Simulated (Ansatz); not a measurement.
**PbTe: H interstitial (started 2.32 Å from the nearest host atom), symmetric start**

The parent structure is a 16-atom supercell of PbTe in the rock salt structure (space group Fm-3m, No. 225; a = 6.569 Å) at its relaxed geometry.

The change: a neutral H interstitial (started 2.32 Å from the nearest host atom), symmetric start, atoms relaxed at fixed cell.

All numbers come from PBE (Ansatz, a quantum-chemistry and plane-wave program), spin-orbit coupling left out. Γ-centred 3×3×3 mesh, Fermi–Dirac width 0.01 eV.

```json
[
 {"quantity": "pressure", "base": "0.0 GPa", "changed": "0.4 GPa", "shift": "+0.4 GPa"},
 {"quantity": "final site of the added atom", "base": "–", "changed": "2 Te at 2.13 Å (linear)", "shift": "–"}
]
```

Final structure:

```xyz
17
Lattice="0.0000 6.5690 6.5690 6.5690 0.0000 6.5690 6.5690 6.5690 0.0000" Properties=species:S:1:pos:R:3 pbc="T T T"
Te     0.1386     0.1386     0.0000
Te     3.1459     3.1459     0.0000
Te     3.2958    -0.0113     3.2867
Te     6.5577     3.2958     3.2823
Te    -0.0113     3.2958     3.2867
Te     3.2958     6.5577     3.2823
Te     3.2008     3.2008     6.5690
Te     6.6528     6.6528     6.5690
Pb     3.2469     3.2469     3.2871
Pb     6.6066     6.6066     3.2871
Pb     6.3660     3.4875     6.5690
Pb     9.9562     6.4664     6.5690
Pb     3.4875     6.3660     6.5690
Pb     6.4664     9.9562     6.5690
Pb     6.6066     6.6066     9.8509
Pb     9.8160     9.8160     9.8509
H      1.6423     1.6423     0.0000
```

The magnetic state is the one reached from the starting moments; the real material's order can differ, and small cells can't hold many antiferromagnetic ones. In so small a cell the defect repeats every few ångströms: this is an ordered compound, not a dilute defect. The mesh was chosen for an insulator and is coarse for the gapless case. The defect started on the symmetric site and kept its symmetry, so it may sit on a saddle. Starting moments died away, wholly or in part, for H interstitial (started 2.32 Å from the nearest host atom); another magnetic solution may exist. The defect cell is spin-polarised and ends with 0.0 μB.
